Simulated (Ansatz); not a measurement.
Start from PbSe in the rock salt structure (space group Fm-3m, No. 225; a = 6.178 Å).

Levels (all Ansatz, a quantum-chemistry and plane-wave program, PAW): r2SCAN (500 eV, spin-orbit coupling left out); HSE06 (420 eV, no spin-orbit coupling).

Levels that relaxed their own cell: r2SCAN.

```tsv
level	band gap
r2SCAN	0.67 eV
HSE06	0.79 eV
```

Task: From these computed values, estimate the measured ones, and say how each level misses.

Result: Measured: band gap 0.27 eV (temperature not stated; as listed in Manish Kothakonda et al., ACS Materials Au (2022)). Computed minus measured — band gap: r2SCAN +0.40 eV, HSE06 +0.52 eV (closest: r2SCAN). Measured values not marked as corrected hold thermal and zero-point effects that the static-lattice runs lack. A measured gap can be an optical one, lowered by exciton binding. Levels without spin-orbit coupling miss its effect on the gap.

Single points use the geometry relaxed with r2SCAN. HSE06 was sampled on its mesh, a few special points and the semilocal edge points, so its gap is an upper bound. With Pb present, leaving out spin-orbit coupling can change the band edges. No phonon test of stability was made.
